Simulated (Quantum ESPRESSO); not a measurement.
**Convergence study of the k-point mesh for Ca (Fm-3m, 1 atom in the cell)**

```yaml
crystal:
  lattice:
    - [0.00000, 2.79837, 2.79837]
    - [2.79837, 0.00000, 2.79837]
    - [2.79837, 2.79837, 0.00000]
  atoms:
    - { symbol: Ca, position: [0.00000, 0.00000, 0.00000] }
```

Method: PBEsol, PseudoDojo standard norm-conserving (PBESOL) pseudopotentials (plane waves; Quantum ESPRESSO).

Base settings: ecutwfc = 70 Ry; occupations = smearing; smearing = gauss; degauss = 0.0073499 Ry; potentials = {Ca: Ca.upf}; K_POINTS = automatic 10 10 10 0 0 0; conv_thr = 1e-09 Ry.

The second cell is the first with its lattice scaled by 0.98.

Only quantities that move along the ladder and can be compared are tabulated.

The count of work is k-points × plane waves × bands × iterations; it is no time. Core times come from one kind of shared machine, to one figure; runs under 30 s give none.

The starting cell has typed, rounded lattice constants, without a prior relaxation at this level. Its lattice was rescaled by up to half a per cent.

Steps (K_POINTS): automatic 2 2 2 0 0 0; automatic 3 3 3 0 0 0; automatic 4 4 4 0 0 0; automatic 5 5 5 0 0 0; automatic 6 6 6 0 0 0; automatic 7 7 7 0 0 0; automatic 8 8 8 0 0 0; automatic 9 9 9 0 0 0; automatic 10 10 10 0 0 0; automatic 11 11 11 0 0 0; automatic 12 12 12 0 0 0; automatic 13 13 13 0 0 0; automatic 15 15 15 0 0 0; automatic 18 18 18 0 0 0; automatic 20 20 20 0 0 0; automatic 22 22 22 0 0 0; automatic 24 24 24 0 0 0; automatic 27 27 27 0 0 0; automatic 30 30 30 0 0 0; automatic 33 33 33 0 0 0.

Task: What is the coarsest K_POINTS that holds the free energy within 5 meV/atom of the last step, with all finer ones?

Result: automatic 8 8 8 0 0 0, at 0.030 of the last step's count of work; the step before is off by 5.6 meV/atom.

Task: What is the coarsest K_POINTS that holds the pressure within 0.05 GPa of the last step, with all finer ones?

Result: automatic 7 7 7 0 0 0, at 0.021 of the last step's count of work; the step before is off by 0.07 GPa.

Task: What is the coarsest K_POINTS that holds the energy of the compressed cell less the first within 0.5 meV/atom of the last step, with all finer ones?

Result: automatic 8 8 8 0 0 0, at 0.030 of the last step's count of work; the step before is off by 0.81 meV/atom.

| K_POINTS | free energy less the last step's (meV/atom) | energy of the compressed cell less the first (meV/atom) | pressure (GPa) | count of work / last | core time / last (rough) |
|---|---|---|---|---|---|
| automatic 2 2 2 0 0 0 | 384.73 | -66.11 | -3.92 | 0.0036 | – |
| automatic 3 3 3 0 0 0 | 41.48 | -9.79 | -1.12 | 0.0041 | – |
| automatic 4 4 4 0 0 0 | -64.71 | -10.27 | -1.15 | 0.0069 | – |
| automatic 5 5 5 0 0 0 | 5.59 | -15.64 | -1.39 | 0.010 | – |
| automatic 6 6 6 0 0 0 | 24.22 | -14.05 | -1.31 | 0.014 | – |
| automatic 7 7 7 0 0 0 | -5.61 | -11.81 | -1.20 | 0.021 | – |
| automatic 8 8 8 0 0 0 | 0.07 | -12.94 | -1.25 | 0.030 | – |
| automatic 9 9 9 0 0 0 | 2.11 | -12.26 | -1.22 | 0.036 | – |
| automatic 10 10 10 0 0 0 | -1.40 | -12.70 | -1.25 | 0.049 | – |
| automatic 11 11 11 0 0 0 | -0.62 | -12.76 | -1.25 | 0.058 | – |
| automatic 12 12 12 0 0 0 | 1.13 | -12.51 | -1.23 | 0.075 | – |
| automatic 13 13 13 0 0 0 | 0.25 | -12.68 | -1.24 | 0.087 | – |
| automatic 15 15 15 0 0 0 | -0.01 | -12.55 | -1.23 | 0.12 | – |
| automatic 18 18 18 0 0 0 | -0.02 | -12.58 | -1.24 | 0.20 | 0.2 |
| automatic 20 20 20 0 0 0 | -0.06 | -12.62 | -1.24 | 0.27 | 0.3 |
| automatic 22 22 22 0 0 0 | 0.08 | -12.63 | -1.24 | 0.34 | 0.3 |
| automatic 24 24 24 0 0 0 | -0.04 | -12.61 | -1.24 | 0.43 | 0.4 |
| automatic 27 27 27 0 0 0 | -0.02 | -12.62 | -1.24 | 0.58 | 0.6 |
| automatic 30 30 30 0 0 0 | -0.01 | -12.62 | -1.24 | 0.78 | 0.9 |
| automatic 33 33 33 0 0 0 | 0.00 | -12.62 | -1.24 | 1.0 | 1 |

The energy difference between the two cells stays within 1 meV/atom of the last step's from automatic 7 7 7 0 0 0 on, the total only from automatic 13 13 13 0 0 0 on: much of the error is common to both cells and cancels.
